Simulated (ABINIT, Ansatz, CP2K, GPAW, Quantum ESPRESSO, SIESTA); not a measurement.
**SrZn5 (P6/mmm, 6 atoms in the cell) computed with different codes at matched settings**

Self-consistent single point.

```yaml
crystal:
  lattice:
    - [5.48629, 0.00000, 0.00000]
    - [-2.74315, 4.75127, 0.00000]
    - [0.00000, 0.00000, 4.19856]
  atoms:
    - { symbol: Sr, position: [0.00000, 0.00000, 0.00000] }
    - { symbol: Zn, position: [0.66667, 0.33333, 0.00000] }
    - { symbol: Zn, position: [0.33333, 0.66667, 0.00000] }
    - { symbol: Zn, position: [0.50000, 0.00000, 0.50000] }
    - { symbol: Zn, position: [0.50000, 0.50000, 0.50000] }
    - { symbol: Zn, position: [0.00000, 0.50000, 0.50000] }
```

All programs got the same cell, k-point mesh and kind of occupations (in Ansatz's words: kpoints.mp_grid.grid = 5 5 5; scf.occupations.method = fermi_dirac; scf.occupations.width = 0.1 eV); potentials, basis and cutoffs are each program's usual ones.

```json
[
 {"code": "ABINIT", "model": "PBEsol, PAW (JTH v2.0 PBE PAW, files made for PBE)", "pressure (GPa)": "-1.51", "k-points": "15", "cutoff": "816 eV"},
 {"code": "Quantum ESPRESSO", "model": "PBEsol, GBRV 1.5 ultrasoft (PBESOL) pseudopotentials", "pressure (GPa)": "-1.77", "k-points": "15", "cutoff": "50 Ry"},
 {"code": "Ansatz", "model": "PBEsol, PAW files made with PBE", "pressure (GPa)": "-1.42", "k-points": "15", "cutoff": "default"},
 {"code": "SIESTA", "model": "GGA PBEsol, numerical atomic orbitals DZP, PseudoDojo PBEsol standard norm-conserving potentials (rewritten from UPF to PSML)", "pressure (GPa)": "-8.63", "k-points": "63", "cutoff": "grid 350 Ry"},
 {"code": "GPAW", "model": "PBEsol, GPAW PAW datasets PBEsol (made by gpaw-setup)", "pressure (GPa)": "-1.23", "k-points": "15", "cutoff": "850 eV"},
 {"code": "CP2K", "model": "PBEsol, GPW, DZVP-MOLOPT-SR-GTH basis, GTH-PBE potentials (GTH_POTENTIALS)", "pressure (GPa)": "-0.80", "k-points": "63", "cutoff": "grid 600 Ry"}
]
```

The spread over the programs that give each value: pressure within 7.83 GPa.

The starting cell comes from a database of computed structures (which also holds hypothetical and non-ambient phases and stackings), without a prior relaxation at this level.

Why do the programs differ, and what cannot be compared?

Differences of this kind can come from the potentials, where these differ, and from what each basis and cutoff leave unconverged. The valence holds different numbers of electrons (ABINIT 70, Quantum ESPRESSO 110, Ansatz (an electronic-structure program) 70, SIESTA 110, GPAW 70, CP2K 70). The zero of total energies and Fermi levels follows the potentials and each program's conventions, so they are not compared here. SIESTA and CP2K use small atom-centred bases, whose incompleteness enters pressures, forces and empty levels differently from a plane-wave cutoff. Ansatz's pressure is given at a fixed set of plane waves, as the other plane-wave codes print theirs; with its correction for the finite basis it is -1.34 GPa. The programs reduce the same mesh by symmetry to different extents, which changes the work and not the result. In the pressure, SIESTA (by 7.17) lies more than 1 GPa from the median of the plane-wave programs.

Left out of this page: Elk (not drawn, or without a comparable value); FLEUR (with a known weakness of the program).

Keys are those of Ansatz 0.2.
